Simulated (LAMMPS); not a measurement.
MD of Al (fcc) at zero pressure, 2048 atoms, as a liquid; each row is its own run.

All values are model results, not measurements: classical MD, pair style adp, file AlCu.adp; code LAMMPS.

```csv
T (K),D(Al) (cm²/s)
750,9.44e-6
840,1.63e-5
930,2.53e-5
1170,5.40e-5
1310,7.31e-5
```

Problem. Fit an Arrhenius law, ln y = a + b / x, to these rows (x is the first column, y the second) and predict the run at x = 1030.

Solution. Least squares gives a = -6.7683 and b = -3582. The slope times kB gives an activation energy of 0.31 eV. At x = 1030 the fit predicts 3.55e-5 cm²/s. The run itself gave (3.49 ± 0.03) × 10^-5 cm²/s, so the fit is 1.7 % high.

Caution (rows 750; 840; 930): this liquid lies under the melting point of about 1050 K that EAM-type AlCu.adp gives, so it is undercooled.

Errors of D are the spread over four groups of atoms in one short run; a floor of about 5 %, a picked value, is safer.
